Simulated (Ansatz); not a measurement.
Data:

```xyz
2
Lattice="0.0000 2.8663 2.8663 2.8663 0.0000 2.8663 2.8663 2.8663 0.0000" Properties=species:S:1:pos:R:3 pbc="T T T"
Zn     0.0000     0.0000     0.0000
Se     4.2994     4.2994     4.2994
```

Computed with PBE with spin-orbit coupling, rigid bands (plane waves, PAW; Ansatz, a quantum-chemistry and plane-wave program). Condition of this run: functional PBE, cell relaxed with it. Geometry: cell and atoms relaxed with PBE.

Task: What conductivity effective mass do dilute holes have at 300 K?

Result: 0.72 mₑ.

Task: What conductivity effective mass do dilute electrons have at 300 K?

Result: 0.098 mₑ.

Task: And the band gap?

Result: 1.03 eV at this level; semilocal functionals usually fall short of the measured gap.

Rigid bands, one relaxation time for all states, no polarons.
